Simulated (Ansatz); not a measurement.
Consider MgS in the rock salt structure (space group Fm-3m, No. 225; a = 5.182 Å). Axes: x, y, z lie along the cube axes.

One thing is altered: the cell is compressed by 4.01 % along z with no lateral relaxation, atoms relaxed at fixed cell.

Levels (all Ansatz, a quantum-chemistry and plane-wave program, PAW): PBEsol (420 eV, no spin-orbit coupling); r2SCAN (500 eV, no spin-orbit coupling); HSE06 (420 eV, no spin-orbit coupling).

One geometry, relaxed with PBEsol, under each level:

```json
[
 {"level": "PBEsol", "band gap": "2.61 eV", "lowest conduction level above the VBM at special points": "M 2.61 eV; X 2.84 eV; S₀ 3.54 eV; S 3.54 eV", "electron mass": "0.49 mₑ along k, 0.31 mₑ across (at M)", "pressure": "37.9 kbar"},
 {"level": "r2SCAN", "band gap": "3.37 eV", "lowest conduction level above the VBM at special points": "M 3.37 eV; X 3.61 eV; S₀ 4.28 eV; S 4.28 eV", "electron mass": "0.48 mₑ along k, 0.32 mₑ across (at M)", "pressure": "50.4 kbar"},
 {"level": "HSE06", "band gap": "3.72 eV", "lowest conduction level above the VBM at special points": "M 3.72 eV; X 3.96 eV; S₀ 4.68 eV; Γ 5.22 eV", "electron mass": "–", "pressure": "–"}
]
```

Single points use the geometry relaxed with PBEsol. Their cutoffs differ, which shifts pressures a little. HSE06 gaps are upper bounds (no full band path). The cells carry an imposed strain or load. Effective masses come from finite differences of ±0.01 Å⁻¹. Along k means along the line from Γ to the band edge. Whether these cells are dynamically stable was not tested. k-point labels follow each cell's own Brillouin zone.
